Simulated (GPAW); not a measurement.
GPAW run on Ca (Fm-3m, 1 atom in the cell): self-consistent single point

Level of theory: PBE, GPAW PAW datasets PBE (gpaw-data 1.0.1) (plane waves; GPAW).

Input:

```python
from ase import Atoms
from ase.units import GPa
from gpaw import GPAW, PW

atoms = Atoms(['Ca'],
              cell=[[0.000000, 2.790000, 2.790000],
                    [2.790000, 0.000000, 2.790000],
                    [2.790000, 2.790000, 0.000000]],
              scaled_positions=[[0.000000, 0.000000, 0.000000]],
              pbc=True)

calc = GPAW(mode=PW(600),
            xc='PBE',
            kpts={'size': (8, 8, 8), 'gamma': True},
            occupations={'name': 'methfessel-paxton', 'width': 0.2, 'order': 0},
            nbands=-5,
            symmetry={'symmorphic': False, 'tolerance': 0.0005},
            maxiter=100,
            txt='-')

atoms.calc = calc

energy = atoms.get_potential_energy()
print('Energy (eV):', round(energy, 6))
forces = atoms.get_forces()
print('Forces (eV/Ang):')
print(forces.round(5))
stress = atoms.get_stress()
print('Stress (GPa, Voigt):', (stress / GPa).round(4))
```

Output (repeated stretches shortened):

```
Input parameters:
  kpts: {gamma: True,
         size: (8, 8, 8)}
  maxiter: 100
  mode: {ecut: 600.0,
         name: pw}
  nbands: -5
  occupations: {name: methfessel-paxton,
                order: 0,
                width: 0.2}
  symmetry: {symmorphic: False,
             tolerance: 0.0005}
  xc: PBE

species:
  Ca:
    name: Calcium
    Z: 20.0
    valence: 10
    core: 10
    charge: 0.0
    file: Ca.PBE.gz

    # Using partial waves for Ca as LCAO basis

Reference energy: -18510.869232  # eV

Spin-paired calculation

Convergence criteria:
 Maximum [total energy] change in last 3 cyles: 0.0005 eV / valence electron
 Maximum integral of absolute [dens]ity change: 0.0001 electrons / valence electron
 Maximum integral of absolute [eigenst]ate change: 4e-08 eV^2 / valence electron
 Maximum number of scf [iter]ations: 100

Symmetries present (total): 48
Symmetries with fractional translations: 0
512 k-points: 8 x 8 x 8 Monkhorst-Pack grid + [1/16,1/16,1/16]
29 k-points in the irreducible part of the Brillouin zone
       k-points in crystal coordinates                weights
   0:     0.00000000    0.00000000    0.00000000          1/512
   1:     0.12500000    0.12500000    0.00000000          6/512
   2:     0.12500000    0.12500000    0.12500000          8/512
   [... 7 lines left out ...]
          ...
  28:     0.50000000    0.50000000    0.50000000          4/512

Wave functions: Plane wave expansion
  Cutoff energy: 600.000 eV
  Number of coefficients (min, max): 1427, 1472
  Pulay-stress correction: 0.000000 eV/Ang^3 (de/decut=0.000000)

Occupation numbers: Methfessel-Paxton:
  width: 0.2000  # eV
  order: 0

Eigensolver

Densities:
  Coarse grid: 24*24*24 grid
  Fine grid: 48*48*48 grid
  Total Charge: 0.000000

Density mixing:
  Method: separate
  Backend: pulay
  Linear mixing parameter: 0.05
  old densities: 5
  Damping of long wavelength oscillations: 50

Hamiltonian:
  XC and Coulomb potentials evaluated on a 48*48*48 grid
  External potential:
    NoExternalPotential

XC parameters: PBE with 2 nearest neighbor stencil

Number of atoms: 1
Number of atomic orbitals: 5
Number of bands in calculation: 10
Number of valence electrons: 10
Bands to converge: occupied

Density initialized from atomic densities
  5 bands from LCAO basis set
  5 bands from random numbers

Atomic positions and initial magnetic moments

Positions:
   0 Ca     0.000000    0.000000    0.000000    ( 0.0000,  0.0000,  0.0000)

Unit cell:
           periodic     x           y           z      points  spacing
  1. axis:    yes    0.000000    2.790000    2.790000    24     0.1342
  2. axis:    yes    2.790000    0.000000    2.790000    24     0.1342
  3. axis:    yes    2.790000    2.790000    0.000000    24     0.1342

  Lengths:   3.945656   3.945656   3.945656
  Angles:   60.000000  60.000000  60.000000

Effective grid spacing dv^(1/3) = 0.1465

     iter     time        total  log10-change:
                         energy   eigst   dens
iter:   1 --:--:--    -1.860746
iter:   2 --:--:--    -2.017096   -0.83  -1.62
iter:   3 --:--:--    -2.034603   -1.47  -1.64
iter:   4 --:--:--    -2.039221   -1.98  -1.67
iter:   5 --:--:--    -2.042348   -2.73  -2.21
iter:   6 --:--:--    -2.038277c  -3.31  -2.32
iter:   7 --:--:--    -2.038343c  -3.93  -2.66
iter:   8 --:--:--    -2.038359c  -4.58  -3.28
iter:   9 --:--:--    -2.038363c  -5.12  -3.27
iter:  10 --:--:--    -2.038366c  -5.64  -3.67
iter:  11 --:--:--    -2.038366c  -6.16  -4.47c
iter:  12 --:--:--    -2.038366c  -6.67  -4.49c
iter:  13 --:--:--    -2.038366c  -7.18  -4.52c
iter:  14 --:--:--    -2.038366c  -7.65c -4.58c

Converged after 14 iterations.

Dipole moment: (0.000000, 0.000000, 0.000000) |e|*Ang

Energy contributions relative to reference atoms: (reference = -18510.869232)

Kinetic:         -0.190765
Potential:       +2.202013
External:        +0.000000
XC:              -3.580851
Entropy (-ST):   -0.025092
Local:           -0.456217
SIC:             +0.000000
--------------------------
Free energy:     -2.050912
Extrapolated:    -2.038366

Showing only first 2 kpts
 Kpt  Band  Eigenvalues  Occupancy
  0     3    -19.86033    2.00000
  0     4     -0.80318    2.00000
  0     5      5.45725    0.00000
  0     6      5.45725    0.00000

  1     3    -19.86695    2.00000
  1     4     -0.45947    2.00000
  1     5      5.13266    0.00000
  1     6      5.59083    0.00000

Fermi level: 3.14701

No gap
No difference between direct/indirect transitions
Energy (eV): -2.038366

Forces in eV/Ang:
  0 Ca   -0.00000    0.00000    0.00000

Stress tensor:
     0.002700     0.000000     0.000000
     0.000000     0.002700    -0.000000
     0.000000    -0.000000     0.002700
Stress (GPa, Voigt): [ 0.4326  0.4326  0.4326 -0.      0.      0.    ]
```

The run converged in 14 iterations. GPAW prints stress with tension positive.

The starting cell has typed, rounded lattice constants, without a prior relaxation at this level.
